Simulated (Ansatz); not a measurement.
# WSi2: response to strain

The reference is WSi2 (space group I4/mmm, No. 139; a = 3.229 Å, c = 7.870 Å; relaxed with 0.1 eV smearing). Axes: x, y, z lie along a, b, c of the conventional cell.

Strains are applied to the cell and any free atomic positions relax.

The values are results of PBE/PAW in Ansatz (an electronic-structure program), spin-orbit coupling left out, not measurements.

Candidates:
(a) uniaxial strain ε_zz = +3.00 %
(b) uniaxial strain ε_zz = +0.50 %
(c) uniaxial strain ε_zz = −2.50 %

Notes on the quantities. energy relative to the base: free energy F.

Problem. Order them by energy relative to the base, lowest first.

Solution. (b) uniaxial strain ε_zz = +0.50 % (+0.6 meV/atom), (c) uniaxial strain ε_zz = −2.50 % (+15 meV/atom), (a) uniaxial strain ε_zz = +3.00 % (+18 meV/atom)

Whether these cells are dynamically stable was not tested. The final runs are not spin-polarised.
